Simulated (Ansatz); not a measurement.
Cell and atoms of amorphous W₁₆Si₃₂:

```xyz
48
Lattice="9.1066 0.0240 0.1398 0.0240 9.2182 0.1518 0.1398 0.1518 8.7342" Properties=species:S:1:pos:R:3 pbc="T T T"
W      6.7875     9.2543     2.8721
W      1.3936     0.2749     7.5527
W      8.1523     0.4942     5.4741
W      2.4779     0.3497     1.7383
W      2.1121     9.0594     4.8314
W      8.9340     1.7104     1.2259
W      7.8391     4.2021     8.5215
W      3.5413     4.1888     7.0022
W      4.9239     4.1389     0.9489
W      2.0301     6.6561     6.9534
W      4.3422     1.5297     8.0977
W      6.6040     6.9782     0.5724
W      7.9716     3.4482     5.7320
W      4.2825     6.7554     5.5065
W      5.9324     6.3825     3.3076
W      4.4953     2.0094     2.8256
Si     2.2127     5.6946     4.4920
Si     5.6553     4.5679     5.2162
Si     1.5320     7.2687     2.7985
Si     7.8826     2.4295     3.3892
Si     0.8582     4.4023     6.8906
Si     6.3642     9.1554     7.6052
Si     5.8674     3.2632     7.2952
Si     2.4890     5.0726     0.4036
Si     6.3178     1.9269     0.8992
Si     8.3228     1.7368     7.6216
Si     2.1896     7.5315     0.4703
Si     2.0624     2.1722     3.3425
Si     4.1806     6.5423     1.4572
Si     6.1042     1.7214     4.8201
Si     3.7283     1.9928     5.4943
Si     0.1644     0.1355     3.0347
Si     0.1339     7.4745     5.6337
Si     2.0520     2.5037     8.4744
Si     0.6836     4.0586     3.8103
Si     1.1174     2.0267     5.7327
Si     7.9354     5.7779     4.7437
Si     8.8845     6.4293     8.0962
Si     4.9538     8.9208     1.1517
Si     0.4939     4.0961     1.3383
Si     3.7356     8.7951     6.8164
Si     6.4003     8.0771     5.2168
Si     4.2918     8.4692     3.4989
Si     4.0270     4.4288     3.3998
Si     8.3564     8.6921     0.3911
Si     5.4521     5.9571     7.5653
Si     7.1096     4.4965     2.1887
Si     8.2445     7.1057     2.5464
```

All values below come from PBE, scalar-relativistic without spin-orbit coupling (plane waves to 420 eV, PAW; Ansatz, a program for electronic structure).

A CHGNet melt-quench gave the starting glass, which DFT then relaxed. The hot cell started wider than the set density and was brought back towards it in steps. It is the lowest in DFT energy of 2 quenches. It is a model cell: composition and starting density were chosen by hand, and all elements were melted together. No dispersion term was used. Its density started from a set value of 8.82 and ended at 8.70 g/cm³. Cooling (nominally 200 K/ps over its main leg) ran many orders faster than in experiment, which tends to leave more defects and strain. A cell of this size samples the disorder only roughly. Volume and shape were free in the relaxation. On a 2×2×2 Γ-centred mesh force components of up to 0.40 eV/Å stay, since the relaxation ran on one k-point at (1/4, 1/4, 1/4).

Neighbours within W-W 3.88 Å, W-Si 3.28 Å, Si-Si 2.74 Å count as bonded.

Task: Give the coordination numbers, mean bond lengths and angles.

Result: 
```yaml
Mean coordination of W: 12.19 (3 with 11, 9 with 12, 2 with 13, 2 with 14)
Mean coordination of Si: 6.72 (3 with 5, 14 with 6, 5 with 7, 9 with 8, 1 with 9)
Mean W-Si bond: 2.633 Å (spread 0.158 Å, 123 counted)
Mean Si-Si bond: 2.553 Å (spread 0.107 Å, 46 counted)
Mean W-W bond: 3.096 Å (spread 0.205 Å, 36 counted)
Bond angle at W: mean 96.1°, spread 34.1°
Bond angle at Si: mean 98.8°, spread 32.2°
```
